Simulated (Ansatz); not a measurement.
The parent structure is Bi2Pt (space group Pa-3, No. 205).

```
CELL_PARAMETERS angstrom
      6.72145     0.00000     0.00000
      0.00000     6.72145     0.00000
      0.00000     0.00000     6.72145
ATOMIC_POSITIONS crystal
  Bi 0.37010 0.37010 0.37010
  Bi 0.62990 0.62990 0.62990
  Bi 0.12990 0.62990 0.87010
  Bi 0.87010 0.37010 0.12990
  Bi 0.87010 0.12990 0.62990
  Bi 0.12990 0.87010 0.37010
  Bi 0.62990 0.87010 0.12990
  Bi 0.37010 0.12990 0.87010
  Pt 0.00000 0.00000 0.00000
  Pt 0.50000 0.00000 0.50000
  Pt 0.50000 0.50000 0.00000
  Pt 0.00000 0.50000 0.50000
```

Cartesian axes are those of the cell as printed.

Calculations: DFT with PBEsol, PAW potentials and a 420 eV plane-wave cutoff in Ansatz (a program for electronic structure), spin-orbit coupling left out.

Strains are applied to the cell and any free atomic positions relax.

One change was made to it. Results:

```tsv
quantity	base	after
energy relative to the base (free energy F)	0 meV/atom	+8.4 meV/atom
largest internal atomic displacement	–	0.027 Å
pressure (mean of the normal stresses, compression positive)	0.0 GPa	-2.3 GPa
```

Problem. Which change produced these results?
(A) uniaxial strain ε_xx = +2.68 %
(B) uniaxial strain ε_zz = +2.29 %
(C) uniaxial strain ε_yy = −2.37 %

Solution. A, uniaxial strain ε_xx = +2.68 %. For comparison, the energy relative to the base in the other runs: uniaxial strain ε_zz = +2.29 % gives +6.2 meV/atom; uniaxial strain ε_yy = −2.37 % gives +7.1 meV/atom.

Without a gap, meshes like the base's 6×6×6 leave anisotropic stresses uncertain by several tenths of a GPa, and small strain energies with them. Whether these cells are dynamically stable was not tested. All final runs are without spin polarisation.
